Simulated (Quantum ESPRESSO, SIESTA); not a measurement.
A SIESTA input for a self-consistent single point of Mo2C (P-3m1, 3 atoms in the cell) (DFT, LDA PW92, numerical atomic orbitals DZP, PseudoDojo LDA standard norm-conserving potentials (rewritten from UPF to PSML)):

```
# files in the folder: Mo.psml C.psml (PseudoDojo LDA standard)
SystemName  Mo2C
SystemLabel siesta

NumberOfAtoms                3
NumberOfSpecies              2
%block ChemicalSpeciesLabel
  1 42 Mo
  2 6 C
%endblock ChemicalSpeciesLabel
LatticeConstant              1.0 Bohr
%block LatticeVectors
     5.906769860    0.000000000    0.000000000
    -2.953384930    5.115413030    0.000000000
     0.000000000    0.000000000    8.966236456
%endblock LatticeVectors
AtomicCoordinatesFormat      Ang
%block AtomicCoordinatesAndAtomicSpecies
    -0.000001563    1.804640902    1.185090713  1
     1.562865563    0.902319098    3.559637287  1
     0.000000000    0.000000000    2.372364000  2
%endblock AtomicCoordinatesAndAtomicSpecies

XC.functional                LDA
XC.authors                   PW92
PAO.BasisSize                DZP
PAO.EnergyShift              0.01 Ry
MeshCutoff                   400 Ry
%block kgrid.MonkhorstPack
   14   0   0  0.0
    0  14   0  0.0
    0   0   8  0.0
%endblock kgrid.MonkhorstPack
OccupationFunction           MP
OccupationMPOrder            0
ElectronicTemperature        100.0 meV

MaxSCFIterations             150
SCF.Mixer.Method             Pulay
SCF.Mixer.Weight             0.1
SCF.Mixer.History            6
SCF.DM.Tolerance             1.0E-04
Diag.ParallelOverK           true
WriteForces                  true
Charge.Mulliken              end
```

Q: Write the same calculation as an input for Quantum ESPRESSO.

A: This is the input that was run; spellings and numerical settings could be chosen otherwise.

```fortran
&CONTROL
 calculation = 'scf'
 prefix = 'scf'
 outdir = './tmp'
 pseudo_dir = './'
 tprnfor = .true.
 tstress = .true.
/
&SYSTEM
 ibrav = 0
 celldm(1) = 5.906770020
 nat = 3
 ntyp = 2
 ecutwfc = 40
 ecutrho = 320
 occupations = 'smearing'
 smearing = 'gaussian'
 degauss = 0.0073499
/
&ELECTRONS
 conv_thr = 1.0e-11
 mixing_beta = 0.3
/
ATOMIC_SPECIES
Mo    95.9500  mo_lda_v1.uspp.F.UPF
C     12.0110  c_lda_v1.2.uspp.F.UPF
CELL_PARAMETERS {alat}
   1.000000000     0.000000000     0.000000000
  -0.500000000     0.866025404     0.000000000
   0.000000000     0.000000000     1.517959295
ATOMIC_POSITIONS {angstrom}
Mo    0.000000000    1.804639951    1.185090713
Mo    1.562864042    0.902319976    3.559637287
C     0.000000000    0.000000000    2.372364000
K_POINTS {automatic}
14 14 8  0 0 0
```

Basis, cutoffs, solver keys and any potentials are the target program's own. This input uses DFT, LDA (PZ), plane waves, GBRV 1.5 ultrasoft (LDA) pseudopotentials. LDA parametrisations can differ slightly between programs.

The starting cell comes from a database of computed structures (which also holds hypothetical and non-ambient phases and stackings), without a prior relaxation at this level. Its lattice was rescaled by a random factor within 2.5 % of one.
